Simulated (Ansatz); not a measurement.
# Ag, response to strain

Start from Ag in the fcc (Cu type) structure (space group Fm-3m, No. 225; relaxed with 0.1 eV smearing).

```
Ag
1.0
    0.00000     2.00044     2.00044
    2.00044     0.00000     2.00044
    2.00044     2.00044     0.00000
Ag
1
Direct
  0.00000   0.00000   0.00000
```

Cartesian axes are those of the cell as printed.

Strains are applied to the cell and any free atomic positions relax; under biaxial strain the out-of-plane vector relaxes too.

All numbers come from LDA in Ansatz (plane waves to 420 eV, PAW, without spin-orbit coupling).

Notes on the quantities. energy relative to the base: free energy F; in-plane stress: mean in-plane stress (compression positive).

| case | energy relative to the base | shortest interatomic distance | in-plane stress |
|---|---|---|---|
| base | 0 meV/atom | 5.346 bohr | – |
| biaxial strain −2.50 %, plane normal [111], relaxed out of plane | +17 meV/atom | 5.212 bohr | +7.1 GPa |
| biaxial strain −1.67 %, plane normal [111], relaxed out of plane | +7.1 meV/atom | 5.257 bohr | +4.4 GPa |
| biaxial strain −1.25 %, plane normal [111], relaxed out of plane | +3.9 meV/atom | 5.279 bohr | +3.2 GPa |
| biaxial strain −0.42 %, plane normal [111], relaxed out of plane | +0.4 meV/atom | 5.324 bohr | +1.0 GPa |
| biaxial strain +0.42 %, plane normal [111], relaxed out of plane | +0.4 meV/atom | 5.340 bohr | -0.9 GPa |
| biaxial strain +0.83 %, plane normal [111], relaxed out of plane | +1.5 meV/atom | 5.335 bohr | -1.8 GPa |
| biaxial strain +1.25 %, plane normal [111], relaxed out of plane | +3.4 meV/atom | (withheld) | -2.6 GPa |
| biaxial strain +2.08 %, plane normal [111], relaxed out of plane | +8.9 meV/atom | 5.318 bohr | -4.0 GPa |
| biaxial strain +2.50 %, plane normal [111], relaxed out of plane | +13 meV/atom | 5.311 bohr | (withheld) |

Fill in the withheld entries from the trend.


- biaxial strain +1.25 %, plane normal [111], relaxed out of plane, shortest interatomic distance: 5.329 bohr
- biaxial strain +2.50 %, plane normal [111], relaxed out of plane, in-plane stress: -4.6 GPa

Whether these cells are dynamically stable was not tested.

Ansatz is an electronic-structure program.
